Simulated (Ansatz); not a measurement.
Results of r²SCAN (plane waves, PAW; Ansatz, a quantum-chemistry and plane-wave program) for AlPd (model structure, Cmcm, No. 63, 4 atoms in the cell).

Run with plane-wave cutoff 560 eV, 18×18×14 k mesh (along the axes of the cell as run), Fermi–Dirac smearing 0.05 eV, scalar-relativistic PAW data made under PBE.

Cell (relaxed at this level):

```cif
data_Al2Pd2
_chemical_formula_sum 'Al2 Pd2'
_space_group_name_H-M_alt 'P 1'
_space_group_IT_number 1
_cell_length_a 5.18673
_cell_length_b 5.18673
_cell_length_c 4.23190
_cell_angle_alpha 90.000
_cell_angle_beta 90.000
_cell_angle_gamma 148.733
loop_
_space_group_symop_operation_xyz
  'x, y, z'
loop_
_atom_site_label
_atom_site_type_symbol
_atom_site_fract_x
_atom_site_fract_y
_atom_site_fract_z
_atom_site_occupancy
Al1 Al 0.65394 0.34606 0.25000 1
Pd1 Pd 0.91027 0.08973 0.25000 1
Al2 Al 0.34606 0.65394 0.75000 1
Pd2 Pd 0.08973 0.91027 0.75000 1
```

Question: Predict the bulk modulus B0.

Answer: 
- bulk modulus B0 = 154 GPa

The run finds no gap.

Note: the bulk modulus is −V dP/dV from two relaxed cells at ±2 % in volume; the relaxation could raise the start's symmetry but not lower it, so the cell can be a saddle point.

Computed values are for the static lattice.

The result took around 24 core-minutes (rough).

A model structure was made by putting elements into a prototype or built by hand; it is no filed structure, need not be a known phase, and can be a saddle point held by its symmetry.
